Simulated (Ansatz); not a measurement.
The starting structures come from a database of crystals and need not be the phases stable at ambient conditions.

 Where the default PAW files enter, the runs use the earlier of Ansatz's two default sets.

Here is the system:

```
CELL_PARAMETERS angstrom
      4.63327     0.00000     0.00000
      0.00000     7.60243     0.00000
      2.31663     0.00000     4.01253
ATOMIC_POSITIONS crystal
  Cd 0.33333 0.99964 0.33333
  Cd 0.66667 0.49964 0.66667
  Te 0.33333 0.62536 0.33333
  Te 0.66667 0.12536 0.66667
```

Space group of this cell: P6_3mc, wurtzite. The cell is taken as given.

The current runs along the normal of the first two printed vectors, the (100) plane. All runs by Ansatz (a program for electronic structure), plane waves and PAW, without spin-orbit coupling; the base is r2SCAN.

```csv
run,mean pressure (GPa),gap (eV),mid-gap κ (1/Å)
base,0.0,1.20,0.085
all lengths scaled by 0.98,2.7,…,…
all lengths scaled by 1.02,-2.1,1.00,0.074
lda in place of r2scan,-2.7,0.44,0.034
"lengths across the current scaled by 0.98, ions clamped",1.8,…,…
"lengths across the current scaled by 1.02, ions clamped",-1.5,1.03,0.076
"lengths along the current scaled by 0.97, ions clamped",1.3,…,…
"lengths along the current scaled by 1.03, ions clamped",-1.1,1.07,0.081
pbesol in place of r2scan,-1.3,0.58,0.045
```

Task: Complete the blanks.

Result: 
- all lengths scaled by 0.98, gap (eV): 1.41
- all lengths scaled by 0.98, mid-gap κ (1/Å): 0.095
- lengths across the current scaled by 0.98, ions clamped, gap (eV): 1.32
- lengths across the current scaled by 0.98, ions clamped, mid-gap κ (1/Å): 0.093
- lengths along the current scaled by 0.97, ions clamped, gap (eV): 1.23
- lengths along the current scaled by 0.97, ions clamped, mid-gap κ (1/Å): 0.088
